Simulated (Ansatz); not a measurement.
The starting structures come from a database of crystals and need not be the phases stable at ambient conditions.

Tunnelling through a barrier is set by its complex band structure: the current falls as exp(−2κd) with the smallest κ.

```yaml
crystal:
  lattice:
    - [5.87213, 0.00000, 0.00000]
    - [-0.29417, 8.40266, 0.00000]
    - [2.78898, 4.20133, 3.00871]
  atoms:
    - { symbol: K, position: [0.00000, 0.50000, 0.00000] }
    - { symbol: K, position: [0.00000, 0.00000, 0.00000] }
    - { symbol: Sn, position: [0.51544, 0.75772, 0.00000] }
    - { symbol: Sn, position: [0.48456, 0.24228, 0.00000] }
    - { symbol: O, position: [0.50000, 0.00000, 0.00000] }
    - { symbol: O, position: [0.00000, 0.00000, 0.50000] }
    - { symbol: O, position: [0.50000, 0.50000, 0.50000] }
```

Space group of this cell: R-3m. The cell is taken as given.

Transport runs along the normal of the first two printed cell vectors, the (110) plane of the conventional cell.

The gap is the functional's own. No spin-orbit coupling. Mid-gap values are interpolated on the energy grid.

**Question.** State the band gap and the smallest decay constant κ at mid-gap according to Ansatz (a quantum-chemistry and plane-wave program) with r2SCAN.

**Answer.** Gap 1.34 eV on a 10×10×10 mesh; κ = 0.117 1/Å, at the zone centre.
